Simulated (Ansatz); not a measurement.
Defect migration in 2H silicon carbide: interstitial Li, charge state +1. These are PBE, PAW (plane waves to 420 eV; Ansatz, a quantum-chemistry and plane-wave program) values and carry that method's errors.

Settings: 72 host sites, the relaxed PBE lattice, the Γ point alone, smearing 0.01 eV, spin-restricted, no image-charge correction. Energies are static. The host's phase is taken as given; its stability against other phases was not computed. The charge state is imposed; whether it is stable for some Fermi level was not computed. Sites that were not tried may lie lower.

Barriers: single points on a 2×2×2 k-point mesh shifted by half a step along c at the bands' geometries.

Relaxed starting cell (atoms counted from 1):

```
CELL_PARAMETERS angstrom
      9.27650     0.00000     0.00000
     -4.63825     8.03368     0.00000
      0.00000     0.00000    10.14789
ATOMIC_POSITIONS crystal
  Si 0.22179 0.11050 0.24889
  Si 0.22820 0.11371 0.75382
  Si 0.22223 0.44489 0.24720
  Si 0.22208 0.44459 0.74963
  Si 0.22223 0.77654 0.24720
  Si 0.22208 0.77670 0.74963
  Si 0.55498 0.11039 0.24961
  Si 0.55507 0.11059 0.75023
  Si 0.55498 0.44380 0.24961
  Si 0.55508 0.44371 0.75024
  Si 0.55388 0.77655 0.24720
  Si 0.55419 0.77670 0.74963
  Si 0.88827 0.11051 0.24888
  Si 0.88506 0.11371 0.75381
  Si 0.88839 0.44380 0.24961
  Si 0.88820 0.44370 0.75023
  Si 0.88827 0.77698 0.24889
  Si 0.88506 0.77056 0.75381
  Si 0.11087 0.22217 0.00012
  Si 0.11507 0.23060 0.49345
  Si 0.11034 0.55477 0.99896
  Si 0.11006 0.55463 0.49948
  Si 0.11087 0.88791 0.00012
  Si 0.11508 0.88368 0.49345
  Si 0.44477 0.22199 0.00071
  Si 0.44430 0.22176 0.49981
  Si 0.44400 0.55478 0.99896
  Si 0.44414 0.55463 0.49948
  Si 0.44401 0.88844 0.99896
  Si 0.44413 0.88872 0.49948
  Si 0.77678 0.22200 0.00071
  Si 0.77701 0.22176 0.49980
  Si 0.77678 0.55400 0.00071
  Si 0.77701 0.55447 0.49981
  Si 0.77662 0.88791 0.00012
  Si 0.76817 0.88370 0.49345
  C  0.22081 0.11000 0.43892
  C  0.22210 0.11065 0.93998
  C  0.22355 0.44754 0.43617
  C  0.22159 0.44361 0.93788
  C  0.22355 0.77522 0.43617
  C  0.22160 0.77719 0.93788
  C  0.55491 0.11027 0.43857
  C  0.55509 0.11064 0.93864
  C  0.55491 0.44386 0.43857
  C  0.55510 0.44368 0.93865
  C  0.55123 0.77522 0.43617
  C  0.55517 0.77720 0.93788
  C  0.88876 0.11001 0.43892
  C  0.88812 0.11066 0.93999
  C  0.88850 0.44386 0.43857
  C  0.88815 0.44368 0.93864
  C  0.88875 0.77796 0.43892
  C  0.88813 0.77668 0.93999
  C  0.11065 0.22174 0.18863
  C  0.11040 0.22123 0.68740
  C  0.11024 0.55472 0.18740
  C  0.11041 0.55481 0.68797
  C  0.11065 0.88812 0.18863
  C  0.11040 0.88837 0.68739
  C  0.44405 0.22163 0.18911
  C  0.44534 0.22228 0.68859
  C  0.44406 0.55473 0.18740
  C  0.44398 0.55481 0.68797
  C  0.44406 0.88855 0.18740
  C  0.44397 0.88838 0.68797
  C  0.77714 0.22164 0.18911
  C  0.77649 0.22228 0.68858
  C  0.77714 0.55472 0.18910
  C  0.77650 0.55342 0.68859
  C  0.77703 0.88812 0.18863
  C  0.77754 0.88837 0.68739
  Li 0.99944 0.99932 0.61245
```
Cell charge +1.

End state 1 differs by these moves (Å; atoms that move under 0.08 Å are left out):

| atom | element | Δx | Δy | Δz |
|---|---|---|---|---|
| 2 | Si | 0.02 | 0.01 | -0.11 |
| 14 | Si | -0.02 | 0.01 | -0.11 |
| 18 | Si | 0.00 | -0.02 | -0.11 |
| 20 | Si | 0.00 | -0.07 | 0.05 |
| 24 | Si | -0.06 | 0.04 | 0.05 |
| 36 | Si | 0.06 | 0.04 | 0.05 |
| 73 | Li | 0.00 | 0.00 | 2.54 |

Q: Estimate the forward and backward barriers to end state 1 that PBE, PAW returns for this input.

A: forward 1.81 eV, backward 1.81 eV; at the saddle point atom 73 has neighbours 3 C at 1.85; 3 Si at 1.97 Å. The saddle point's order was not checked, and it lies on a symmetry element of the cell, where a band can be held.
